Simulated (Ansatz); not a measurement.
Consider MgO in the wurtzite structure (space group P6_3mc, No. 186; a cell from a computed database, its experimental status unchecked).

```yaml
crystal:
  lattice:
    - [3.30273, 0.00000, 0.00000]
    - [-1.65136, 2.86025, 0.00000]
    - [0.00000, 0.00000, 5.02087]
  atoms:
    - { symbol: Mg, position: [0.33333, 0.66667, 0.00375] }
    - { symbol: Mg, position: [0.66667, 0.33333, 0.50375] }
    - { symbol: O, position: [0.33333, 0.66667, 0.40085] }
    - { symbol: O, position: [0.66667, 0.33333, 0.90085] }
```

Cartesian axes are those of the cell as printed.

Levels (all Ansatz, an electronic-structure program, PAW): PBEsol (420 eV, without spin-orbit coupling); HSE06 (420 eV, without spin-orbit coupling).

Its gap is 3.36 eV with PBEsol and 5.09 eV with HSE06.

It is then changed as follows: the symmetric strain tensor [-0.0265 -0.0096 -0.0024; -0.0096 0.0053 0.0038; -0.0024 0.0038 -0.0163]; the atoms relax in the strained cell.

With PBEsol the gap becomes 3.53 eV.

**Question.** If the HSE06 correction stayed the same, what would the HSE06 gap be, and what does the HSE06 run give?

**Answer.** A rigid correction of +1.73 eV gives 5.26 eV. The HSE06 run gives 5.28 eV, so the two effects roughly add.

Single points use the geometry relaxed with PBEsol. No phonon test of stability was made. This is not the structure that MgO has at room temperature and ambient pressure.
